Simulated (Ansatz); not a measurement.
Consider Al in the fcc (Cu type) structure (space group Fm-3m, No. 225; a = 3.992 Å; relaxed with 0.1 eV smearing). Axes: x, y, z lie along the cube axes.

Computed with Ansatz (a program for electronic structure), r2SCAN, PAW, cutoff 500 eV, spin-orbit coupling left out, earlier PAW set.

For the base:

Pressure: 0.0 GPa
Shortest interatomic distance: 2.823 Å

The change: uniaxial strain ε_yy = −2.55 %, all other strain components held at zero, atoms relaxed at fixed cell.

Q: What does the calculation give for the pressure, energy relative to the base and shortest interatomic distance after the change?

A: The pressure (mean of the normal stresses, compression positive) goes from zero to 2.6 GPa; the energy increases by 4.7 meV/atom; the shortest interatomic distance falls by 0.036 Å to 2.787 Å.

Whether these cells are dynamically stable was not tested.
